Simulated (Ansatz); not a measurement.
**Y3Ge4 (Cmcm, No. 63, 14 atoms in the cell; start mp-17381)**

Calculation: LDA in Ansatz (PAW).

Run with plane-wave cutoff 500 eV, 10×10×4 k mesh (along the axes of the cell as run), Fermi–Dirac smearing 0.05 eV, scalar-relativistic PAW data made under PBE.

Cell (relaxed at this level):

```cif
data_Ge16Y12
_chemical_formula_sum 'Y12 Ge16'
_space_group_name_H-M_alt 'Cmcm'
_space_group_IT_number 63
_space_group_name_Hall '-C 2c 2'
_cell_length_a 3.97720
_cell_length_b 10.48664
_cell_length_c 13.98775
_cell_angle_alpha 90.000
_cell_angle_beta 90.000
_cell_angle_gamma 90.000
loop_
_atom_site_label
_atom_site_type_symbol
_atom_site_symmetry_multiplicity
_atom_site_Wyckoff_symbol
_atom_site_fract_x
_atom_site_fract_y
_atom_site_fract_z
_atom_site_occupancy
Y1 Y 4 c 0.00000 0.04218 0.25000 1
Y2 Y 8 f 0.00000 0.32848 0.09701 1
Ge1 Ge 4 c 0.00000 0.22952 0.75000 1
Ge2 Ge 4 a 0.00000 0.00000 0.00000 1
Ge3 Ge 8 f 0.00000 0.61749 0.10842 1
```
(The calculation used a cell of 14 atoms; values per cell refer to that cell.)

```json
{
  "band_gap": "none"
}
```

Note: the relaxation could not lower the start's symmetry, so the cell can be a saddle point above a distorted one.

Spin–orbit coupling is not included.

Computed values are for the static lattice.

A start named mp-… is a Materials Project structure, which need not be a measured phase.

Ansatz is a first-principles code.
